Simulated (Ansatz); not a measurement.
Take a 16-atom supercell of NaCl in the rock salt structure (space group Fm-3m, No. 225; a = 5.608 Å) at its relaxed geometry as the base.

Method: DFT with r2SCAN, PAW potentials and a 500 eV plane-wave cutoff in Ansatz (a quantum-chemistry and plane-wave program), no SOC.

For the base:

* **Mean distance from the defect site to its nearest host atoms**: 2.80 Å

Now apply this change: a neutral Eu on a Na site, atoms relaxed at fixed cell, starting from a slightly rattled geometry.

Question: What does the calculation give for the largest displacement of a host atom from its site in the perfect cell and mean distance from the defect site to its nearest host atoms after the change?

Answer: The largest displacement of a host atom from its site in the perfect cell amounts to 0.07 Å; the mean distance from the defect site to its nearest host atoms increases by 0.07 Å (2.80 Å → 2.87 Å).

Other magnetic orders, which the real material may have, were not ruled out. The state of the 4f shell was not checked for lower solutions. The cell is small, so the values are those of an ordered compound at a high defect concentration; dilute-limit values will differ. No Hubbard U is applied, and correlation can decide whether such a compound is a metal. The defect cell is spin-polarised and ends with 7.5 μB, a fractional moment that hangs on the mesh and smearing.
